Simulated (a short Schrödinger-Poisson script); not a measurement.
Structure: symmetric double-gate stack, Si3N4 on p-type Si(111), at 300 K.

```
layer  material  thickness (nm)  Na (cm⁻³)
-----  --------  --------------  ---------
1         Si3N4             4.5          -
2            Si              10       1e15
3         Si3N4             4.5          -
```

The device is made up for the run: typed textbook-type constants, with dimensions and the other settings drawn at random. Si3N4: permittivity 7.5, conduction-band edge (eV) 1.95, gap (eV) 5.1, electron mass (mₑ) 0.5. Si: permittivity 11.7, conduction-band edge (eV) 0, gap (eV) 1.124, Nv at 300 K (cm⁻³) 3.1e19.

Channel valleys (confinement mass, in-plane density-of-states mass, number): Δ6 0.258, 0.358, 6. At the gates, both at one voltage, the conduction-band edge of layer 1 lies 2.41 eV − eVg above the Fermi level of the channel. Gaps are held at their typed values at every temperature. Mesh 0.03 nm at interfaces.

From a short Schrödinger-Poisson script (our own, NumPy): 1D Poisson equation in equilibrium, electrons quantum, Hartree (BenDaniel-Duke, 12 states a valley, the channel's in-plane mass for all, wave functions free to enter the dielectric), parabolic valleys, classical holes, full ionisation, no traps, pinning or gate leakage.

The same stack at other levels of the model or other numerical settings:

```csv
run,sheet density of all electrons at Vg = 1.9 V (cm⁻²),sheet density of all electrons at Vg = 0.7 V (cm⁻²),capacitance of both gates at Vg = 1.9 V (μF/cm²),gate voltage at 1e11 electrons/cm² (V),rough cost against the base
base,2.20e13,3.93e12,2.55,0.34,about 1
"electrons treated as classical, Boltzmann",___,4.61e12,___,0.33,0.03
"electrons treated as classical, Fermi-Dirac",2.44e13,4.57e12,___,0.33,0.1
mesh six times as coarse,2.19e13,3.92e12,2.55,0.34,0.3
```

Problem. What belongs in the gaps?

Solution. 
- electrons treated as classical, Boltzmann, sheet density of all electrons at Vg = 1.9 V (cm⁻²): 2.51e13
- electrons treated as classical, Boltzmann, capacitance of both gates at Vg = 1.9 V (μF/cm²): 2.84
- electrons treated as classical, Fermi-Dirac, capacitance of both gates at Vg = 1.9 V (μF/cm²): 2.72

The classical rows ignore confinement, and Boltzmann statistics overrate the density once the band edge passes the Fermi level.
